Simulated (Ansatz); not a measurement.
# By hand: formation energy of TaSi2 (P6₂22) from the elements

Subject: the formation energy of TaSi2 (P6₂22) from the elements. Reaction: 2 Si (diamond) + Ta (bcc) → TaSi2 (P6₂22). Negative: the products are lower in energy. The value is per atom of the solid.

TaSi2 (P6₂22), 9 atoms in the cell. Conventional cell: a = b = 4.8064 Å, c = 6.5989 Å, α = β = 90.00°, γ = 120.00°.

Method: Ansatz (an electronic-structure program), PAW, neutral cells at 0 K with nuclei at rest, on structures from PBE. Ansatz runs with its PAW set soft_1. Other levels take these structures. The lattices are those relaxed with PBE, so at other levels the solids can be strained, which adds to the spread. A dispersion term (D3(BJ), or D4 for r2SCAN) was computed beside these levels and is taken off wherever the name lacks it. Spin-orbit coupling is left out.

Total energies of the cells in eV, at zero smearing width. They compare only within one column; the weights balance every element.

| cell | atoms | weight | PBE | PBE+D3(BJ) |
|---|---|---|---|---|
| TaSi2 (P6₂22) | 9 | +1 | -33618.85461 | -33623.74960 |
| Si (diamond) | 2 | −3 | -1271.62301 | -1272.23847 |
| Ta (bcc) | 1 | −3 | -9933.23296 | -9933.88452 |

PBE: (-33618.85461) − 3 × (-1271.62301) − 3 × (-9933.23296) = -4.287 eV; dividing by 9 atoms gives -0.48 eV/atom.

PBE+D3(BJ): (-33623.74960) − 3 × (-1272.23847) − 3 × (-9933.88452) = -5.381 eV; dividing by 9 atoms gives -0.60 eV/atom.

What follows from the PBE value: A formula unit of TaSi2 has 3 atoms, so it forms with -0.4763 × 3 = -1.429 eV, or -137.9 kJ/mol at 96.485 kJ/mol per eV.
